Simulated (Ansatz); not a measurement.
What isotropic strain −0.50 % does to SrO

The parent structure is SrO in the rock salt structure (space group Fm-3m, No. 225; a = 5.1224 Å).

Perturbation: every lattice vector is shortened by 0.50 %, atoms relaxed at fixed cell.

The values are results of Ansatz (a quantum-chemistry and plane-wave program) PBEsol, no SOC, not measurements. Γ-centred 11×11×11 mesh, Fermi–Dirac width 0.05 eV.

| quantity | base | changed | shift |
|---|---|---|---|
| volume per atom | 16.80 Å³ | 16.55 Å³ | -0.25 Å³ |
| space group | Fm-3m (No. 225) | Fm-3m (No. 225) | – |
| shortest interatomic distance | 2.561 Å | 2.548 Å | -0.013 Å |
| energy relative to the base (free energy F) | 0 meV/atom | +1.1 meV/atom | +1.1 meV/atom |
| pressure | 0.0 kbar | 14.6 kbar | +14.6 kbar |
| band gap | 3.20 eV | 3.19 eV | -0.01 eV |
| gap character | indirect, Γ → X | indirect, Γ → X | – |
| smallest direct gap | 3.26 eV | 3.24 eV | -0.02 eV |
| mean gap deformation potential ΔEg/Δln V | – | +0.7 eV | – |
| width of the top valence band | 1.15 eV | 1.18 eV | +0.03 eV |
| electron mass | 1.2 mₑ along k, 0.39 mₑ across (at X) | 1.2 mₑ along k, 0.39 mₑ across (at X) | – |
| valley order (the lowest conduction-band minima on the path, energy above the VBM, named in the base's zone) | X along ⟨100⟩ 3.20 eV; Γ 3.93 eV | X along ⟨100⟩ 3.19 eV; Γ 4.04 eV | – |

Final structure:

```yaml
crystal:
  lattice:
    - [0.00000, 2.54841, 2.54841]
    - [2.54841, 0.00000, 2.54841]
    - [2.54841, 2.54841, 0.00000]
  atoms:
    - { symbol: Sr, position: [0.00000, 0.00000, 0.00000] }
    - { symbol: O, position: [0.50000, 0.50000, 0.50000] }
```

Effective masses come from finite differences of ±0.01 Å⁻¹. Along k means along the line from Γ to the band edge. No phonon test of stability was made.
